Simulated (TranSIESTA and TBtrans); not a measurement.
System: Au chain with a Au atom beside one bond. Leads: straight Au chain, spacing 2.55 Å. Geometry: 3 atoms about the centre moved by SIESTA (PBE, DZP) to a largest force of 0.05 eV/Å, all others as built. Transport runs along z; the first 6 and the last 6 of the 21 atoms are the lead cells, repeated to infinity.

```xyz
21
Lattice="9.000 0.000 0.000 0.000 9.000 0.000 0.000 0.000 51.000" Properties=species:S:1:pos:R:3 pbc="F F T"
Au     4.500     4.500     0.000
Au     4.500     4.500     2.550
Au     4.500     4.500     5.100
Au     4.500     4.500     7.650
Au     4.500     4.500    10.200
Au     4.500     4.500    12.750
Au     4.500     4.500    15.300
Au     4.500     4.500    17.850
Au     4.500     4.500    20.400
Au     4.608     4.500    22.912
Au     4.633     4.500    25.543
Au     4.500     4.500    28.050
Au     4.500     4.500    30.600
Au     4.500     4.500    33.150
Au     6.856     4.500    24.210
Au     4.500     4.500    35.700
Au     4.500     4.500    38.250
Au     4.500     4.500    40.800
Au     4.500     4.500    43.350
Au     4.500     4.500    45.900
Au     4.500     4.500    48.450
```

Run with TranSIESTA and TBtrans (open boundaries, self-consistent; PseudoDojo norm-conserving potentials, scalar-relativistic): PAO.BasisSize DZP, PAO.EnergyShift 0.15 eV, XC.Authors PBE, Mesh.Cutoff 200 Ry, ElectronicTemperature 300 K, TS.Voltage 0.0 eV, TBT.Elecs.Eta 0.001 eV, no spin polarisation.

Energies count from the leads' Fermi level. Transmissions are for one spin of a degenerate pair. The energy step is 0.01 eV; narrower resonances are cut or missed.

| E (eV) | T |
|---|---|
| -0.20 | 2.02 |
| -0.15 | 2.01 |
| -0.10 | 1.83 |
| -0.05 | 1.77 |
| 0.00 | 0.913 |
| 0.05 | 0.893 |
| 0.10 | 0.880 |
| 0.15 | 0.866 |
| 0.20 | 0.851 |

Q: Give the zero-bias conductance in μS and the resistance at 300 K.

A: At the Fermi level T = 0.913. Averaged with −∂f/∂E over the full grid (kT = 25.9 meV) it is 1.23, well away from the value at one energy, as T changes fast within a few kT. With G0 = 2e²/h = 77.48 μS, G = 95.3 μS and R = 1/G = 10.5 kΩ.

Q: Estimate the thermopower by Mott's formula S = −(π²/3)(kB²T/e) d ln T/dE from the rows at -0.05 and 0.05 eV.

A: d ln T/dE = -6.84 eV⁻¹ and (π²/3) kB²T/e = 7.33 μV/K · eV, so S = 50 μV/K; the full integral gives 41 μV/K. A positive sign means that T falls with energy over the thermal window.

The leads' channel count changes near -0.01 eV, within the thermal window, so values at the Fermi level hang on where that band edge falls. The straight chain is held at its spacing; free chains may zigzag or dimerise. No spin-polarised start was tried, so a magnetic state, if there is one, is missed. Spin-orbit coupling, left out here, matters for the heavy atoms.
